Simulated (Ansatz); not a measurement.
The starting structures come from a database of crystals and need not be the phases stable at ambient conditions.

 Where the default PAW files enter, the runs use the earlier of Ansatz's two default sets.

By PBEsol, the system below comes out a metal.

The ballistic (Sharvin) conductance counts the channels at the Fermi level: G/A = (e²/h) × channels of both spins per area.

Consider the following.

```
CELL_PARAMETERS angstrom
      3.13942     0.00000     0.00000
      0.00000     6.85815     0.00000
      0.00000    -1.34883     2.72601
ATOMIC_POSITIONS crystal
  In 0.00248 0.00000 0.00000
  Sb 0.74752 0.50000 0.50000
```

Space group of this cell: Pmm2. The cell is taken as given; by PBEsol its mean pressure is -2.5 GPa.

The current flows along the normal of the first two printed cell vectors. No spin-orbit coupling; the value is a mean over 0.1 eV about the Fermi level.

Task: Estimate the ballistic conductance per area that Ansatz (a first-principles code) with PBEsol returns for this system.

Result: 0.89 × 10¹⁵ S/m² for both spins.
